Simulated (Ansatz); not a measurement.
## How far to go with shifted k-point meshes: MgTl (P4mm, 2 atoms in the cell)

```
MgTl
1.0
    3.61961     0.00000     0.00000
    0.00000     3.61961     0.00000
    0.00000     0.00000     3.61961
Mg Tl
1 1
Direct
  0.00000   0.00000   0.01381
  0.50000   0.50000   0.50000
```

Method of the run: LDA (PW92), default PAW files made with PBE (plane waves; Ansatz, an electronic-structure program).

Base settings: basis.ecutwfc = 420 eV; kpoints.mp_grid.grid = 9 9 9; hamiltonian.xc = lda; hamiltonian.pseudopotentials = {kind: paw} (the program's default PAW files); scf.occupations.method = gaussian; scf.occupations.width = 0.1 eV.

In this ladder: kpoints.mp_grid.shift = 0.5 0.5 0.5.

Only quantities that move along the ladder and can be compared are tabulated.

The count of work is k-points × plane waves × bands × iterations; it is no time. Core times come from one kind of shared machine, to one figure; runs under 30 s give none.

The starting cell comes from a database of computed structures (which also holds hypothetical and non-ambient phases and stackings), without a prior relaxation at this level. Its lattice was rescaled by up to half a per cent. One atom was moved a little off its site on purpose. Ansatz's pressure includes its estimate of the finite-basis (Pulay) stress.

| kpoints.mp_grid.grid | free energy less the last step's (meV/atom) | pressure (GPa) | largest difference of a force vector from the last step's (eV/Å) | count of work / last | core time / last (rough) |
|---|---|---|---|---|---|
| 2 2 2 | 1613.98 | 17.06 | 0.023 | 0.00056 | – |
| 3 3 3 | 206.20 | 2.67 | 0.010 | 0.0033 | – |
| 4 4 4 | -112.58 | -3.38 | 0.007 | 0.0033 | – |
| 5 5 5 | -7.63 | -2.29 | 0.001 | 0.010 | – |
| 6 6 6 | 14.97 | -2.26 | 0.001 | 0.010 | – |
| 7 7 7 | -1.81 | -1.67 | 0.002 | 0.022 | – |
| 8 8 8 | -4.36 | -1.78 | 0.002 | 0.022 | – |
| 9 9 9 | 4.89 | -1.55 | 0.000 | 0.042 | – |
| 10 10 10 | 4.34 | -1.81 | 0.000 | 0.042 | – |
| 11 11 11 | -2.52 | -1.96 | 0.000 | 0.070 | – |
| 12 12 12 | -0.60 | -1.88 | 0.000 | 0.070 | – |
| 13 13 13 | -0.17 | -1.79 | 0.000 | 0.11 | – |
| 14 14 14 | -1.88 | -1.70 | 0.000 | 0.11 | – |
| 16 16 16 | 1.59 | -1.76 | 0.000 | 0.16 | – |
| 18 18 18 | -0.18 | -1.84 | 0.000 | 0.23 | – |
| 20 20 20 | -1.06 | -1.77 | 0.000 | 0.31 | 0.3 |
| 22 22 22 | 0.09 | -1.76 | 0.000 | 0.40 | 0.4 |
| 24 24 24 | 0.41 | -1.82 | 0.000 | 0.52 | 0.5 |
| 27 27 27 | -0.50 | -1.77 | 0.000 | 0.82 | 0.8 |
| 30 30 30 | 0.00 | -1.79 | 0.000 | 1.0 | 1 |

Coarsest kpoints.mp_grid.grid that holds the pressure within 1 GPa of the last step, with all finer ones: 5 5 5, at 0.010 of the last step's count of work; the step before is off by 1.6 GPa.

Coarsest kpoints.mp_grid.grid that holds the forces within 0.005 eV/Å of the last step, with all finer ones: 5 5 5, at 0.010 of the last step's count of work; the step before is off by 0.007 eV/Å.

Two neighbours can agree and both be off: 9 9 9 and 10 10 10 differ by 0.54 meV/atom in the free energy, yet lie about 4.3 meV/atom from the last step.

Keys are those of Ansatz 0.2.
